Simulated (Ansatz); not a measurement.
System: Mo-vacancy pair (Mo on one host Ir site, one Ir site vacant) in fcc Ir (neutral cell). The step: Mo and the vacancy change places (Mo-vacancy distance between ideal sites 2.74 Å throughout); the atom moves 2.71 Å along (0.00, 0.49, 0.49) of the unit cell; the moving atom starts with neighbours 5 Ir at 2.72, 6 Ir at 2.74 Å and ends with 5 Ir at 2.72, 6 Ir at 2.74 Å. DFT values are from Ansatz (plane-wave PAW, 420 eV unless said) in a cell of 32 host sites, spin-restricted, static, with no finite-size correction. Forms of the defect that were not tried may lie lower. The start lies 0.11 eV above the lowest site run (PBE). For the PBE band: the saddle point's order was not checked, and it lies on a symmetry element of the cell, where a band can be held.

```json
[
 {"Level": "CHGNet universal potential (has no charge state), its own band", "Forward barrier (eV)": "0.90", "Cost of the band or of the saddle's single point": "-"},
 {"Level": "PBE, a 2×2×2 k-point mesh shifted by half a step, band relaxed", "Forward barrier (eV)": "2.72", "Cost of the band or of the saddle's single point": "around 13 core-minutes (rough)"},
 {"Level": "PBE, a 4×4×4 k-point mesh shifted by half a step, same geometries", "Forward barrier (eV)": "2.74", "Cost of the band or of the saddle's single point": "roughly 5 core-minutes"},
 {"Level": "r2SCAN at 500 eV, a 2×2×2 k-point mesh shifted by half a step, same geometries", "Forward barrier (eV)": "2.69", "Cost of the band or of the saddle's single point": "roughly 2.0 core-minutes"}
]
```

Ansatz is a program for electronic structure.
